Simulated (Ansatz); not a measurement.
H interstitial started at a bond centre in diamond (start: bond centre of C and C, 1.55 Å; 216-site cell, Γ-point sampling). Calculation: HSE06 on PBE geometries, PAW (plane waves to 420 eV; Ansatz, a quantum-chemistry and plane-wave program). Total energies of the localised charge states, counted from that of charge +1, and their image corrections (point charge with alignment); the host's valence-band maximum lies at 12.619 eV on the cells' energy zero and its gap is 5.29 eV.

```json
[
 {"charge": "+1", "moment (μB)": "not spin-polarised", "E − E(first) (eV)": "0.000", "correction (eV)": "0.332"},
 {"charge": "0", "moment (μB)": "1.0", "E − E(first) (eV)": "14.385", "correction (eV)": "0.000"},
 {"charge": "−1", "moment (μB)": "not spin-polarised", "E − E(first) (eV)": "30.475", "correction (eV)": "0.286"}
]
```

**Question.** Derive the transition levels above the valence-band maximum and say which of them are thermodynamic.

**Answer.** A level is the Fermi energy at which two charges have equal formation energy: ε(q/q′) = [E(q′) + corr(q′) − E(q) − corr(q)] / (q − q′) − E_VBM.
ε(+1/0) = [(14.385 + 0.000) − (0.000 + 0.332)] / 1 − 12.619 = 1.43 eV
ε(0/−1) = [(30.475 + 0.286) − (14.385 + 0.000)] / 1 − 12.619 = 3.76 eV
Thermodynamic levels at least 0.1 eV inside the gap: (+1/0) at 1.43 eV; (0/−1) at 3.76 eV. They hold to tenths of an eV in this cell. Charges with a result: +1, 0, −1. Others weren't obtained, and one of them could lie lower, also by skipping a charge. The geometries come from one start. Flagged in the runs: zone-centre sampling.
